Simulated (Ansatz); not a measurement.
The reference is ZrO2 (space group P4_2/nmc, No. 137; a = 3.601 Å, c = 5.228 Å).

Levels (all Ansatz, an electronic-structure program, PAW): r2SCAN (500 eV, no spin-orbit coupling); HSE06 (420 eV, no SOC).

Its gap is 4.60 eV with r2SCAN and 5.71 eV with HSE06.

Perturbation: Hf takes the place of Zr on all its sites; the structure is relaxed again.

With r2SCAN the gap becomes 5.26 eV.

If the HSE06 correction stayed the same, what would the HSE06 gap be, and what does the HSE06 run give?

A rigid correction of +1.11 eV gives 6.37 eV. The HSE06 run gives 6.37 eV, so the two effects roughly add.

Single points use the geometry relaxed with r2SCAN. HSE06 gaps are upper bounds (no full band path). Spin-orbit coupling, missing from the scalar runs, can matter with Hf. Whether these cells are dynamically stable was not tested. This is not the structure that HfO2 has at room temperature and ambient pressure. This is not the structure that ZrO2 has at room temperature and ambient pressure.
